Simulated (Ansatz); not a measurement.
For AlN (model structure, started from the BN type, Pm-3n, No. 223, 12 atoms in the cell), PBE (Ansatz, an electronic-structure program, PAW) gives:

- lattice parameter a = 5.373 Å
- cohesive energy = 5.61 eV/atom

Question: What does r²SCAN+rVV10 (Ansatz, PAW) give for the same quantities?

Answer: 
- lattice constant a: 5.323 Å (drops by 0.9 %)
- cohesive energy: 5.80 eV/atom (goes up by 0.19 eV/atom)

Changes are worked out from the printed values.

Unless a cell is named, each level is at its own relaxed cell (PBE 12.92, r²SCAN+rVV10 12.57 Å³/atom).

Ansatz's density-functional and Hartree–Fock values are scalar-relativistic unless marked +SOC, with PAW data made under PBE.

A model structure was made by putting elements into a prototype or built by hand; it is no filed structure, need not be a known phase, and can be a saddle point held by its symmetry.
